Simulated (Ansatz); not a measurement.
The parent structure is Hf in the hcp (Mg type) structure (space group P6_3/mmc, No. 194; a = 3.2042 Å, c = 5.0691 Å).

Calculations: Kohn–Sham DFT with the PBE functional, run in Ansatz (a first-principles code) with PAW and 420 eV plane waves, spin-orbit coupling left out.

Before the change:

c/a ratio: 1.582
Volume per atom: 22.54 Å³

The change: full substitution Hf → Sc; the structure is relaxed again.

Tabulated Pauling electronegativity and covalent radius: Hf 1.30, 1.75 Å; Sc 1.36, 1.70 Å.

Problem. Estimate the effect on the c/a ratio.

Solution. The c/a ratio shrinks by 0.026 (1.582 → 1.556).

Problem. Predict the new volume per atom.

Solution. The volume per atom grows by 2.11 Å³, from 22.54 Å³ to 24.65 Å³.

No phonon test of stability was made. All final runs are without spin polarisation.
